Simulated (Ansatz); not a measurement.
## Nb on the N site (Nb_N) (metastable rock-salt NbN host)

Level of theory: PBE, PAW (plane waves to 420 eV; Ansatz, a program for electronic structure). Details: 64-site cell; 4×4×4 shifted k-points; start: the N site; energies good to tenths of an eV; the relaxation kept the symmetry of the starting site.

Neighbours after relaxation, in Å: of the Nb atom: Nb 2.39, Nb 2.39, Nb 2.39, Nb 2.39, Nb 2.39, Nb 2.39.

Formation energies E_f are those of the neutral cell. Chemical conditions: N-rich (Δμ(N) = 0.00 eV, Δμ(Nb) = -1.91 eV; only phases computed here count, gases as isolated molecules at 0 K); Nb-rich (Δμ(N) = -1.91 eV, Δμ(Nb) = 0.00 eV; only phases computed here count, gases as isolated molecules at 0 K). Reference phases: N: N2 molecule in a box, Nb: bcc Nb.

```csv
charge,moment (μB),point group,largest move off a lattice site (Å),"E_f, N-rich (eV)","E_f, Nb-rich (eV)"
0,not spin-polarised,Oh,0.18,12.78,8.95
```

Point groups are those of the whole cell at tolerances of 0.03 and 0.1 Å ("near" where only the looser one holds); none is given for unsettled states.

All states together cost very roughly 7 core-minutes.
